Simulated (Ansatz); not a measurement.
## Migration barriers: interstitial H in zinc-blende GaP, charge state -1

Defect migration in zinc-blende GaP: interstitial H, charge state -1. Method: PBE, PAW (plane waves to 420 eV; Ansatz, a first-principles code).

Cell of 64 host sites held at the relaxed PBE lattice; one k-point at (0.250, 0.250, 0.250); Fermi-Dirac width 0.01 eV, spin-restricted; finite-size errors left in. Energies are static. The charge state is imposed; whether it is stable for some Fermi level was not computed. Sites that were not tried may lie lower.

Barriers: single points on a 2×2×2 k-point mesh shifted by half a step at the bands' geometries (they differ from the bands' own by up to 0.29 eV, and are uncertain by about as much).

```csv
Route,Start site over the lowest site run (eV),Hop (Å),Forward barrier (eV),Backward barrier (eV),Neighbours at the start,Neighbours at the saddle,Saddle order,"Forward, on the band's own sampling (eV)"
"several atoms move together, H the farthest (a rearrangement that moves the defect's centre by under 1 Å)",0.45,0.72,0.12,0.12,P at 1.58 Å,"P at 2.07, 3 P at 2.40 Å","not checked, on a symmetry element",0.22
"several atoms move together, H the farthest",0.00,2.04,0.84,0.39,Ga at 1.74 Å,"Ga at 2.28, 2 Ga at 2.31; 3 P at 2.26 Å","not checked, on a symmetry element",0.56
```

Paths come from nudged elastic bands with a climbing image.  A band can be held on a symmetry element, so unchecked saddle points there may be too high. A further band (several atoms move together, Ga the farthest (a rearrangement that moves the defect's centre by under 1 Å), 0.51 Å) gave 0.033 eV forward on its own sampling, 0.033 eV above the lowest site run, but it is nearly flat, so it is not taken as a result.
